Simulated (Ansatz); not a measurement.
# Lattice parameter c of W₂N (model structure, started from the CdI2 type, P-3m1, No. 164, 3 atoms in the cell) at several levels of theory

No measured value is used here.

```csv
level (code),value (Å)
PBE (Ansatz),5.376
PBEsol (Ansatz),5.306
PBE-D3(BJ) (Ansatz),5.332
```

The crystal itself was run without spin with PBE, PBEsol, PBE-D3(BJ); a magnetic state was not tried in these runs. Density-functional levels without +SOC have no spin–orbit coupling. PBE, PBEsol, PBE-D3(BJ): the run has no spin polarisation, so it can have missed a magnetic state. Ansatz's density-functional and Hartree–Fock values are scalar-relativistic unless marked +SOC, with PAW data made under PBE.

A model structure was made by putting elements into a prototype or built by hand; it is no filed structure, need not be a known phase, and can be a saddle point held by its symmetry.

Ansatz is an electronic-structure program.
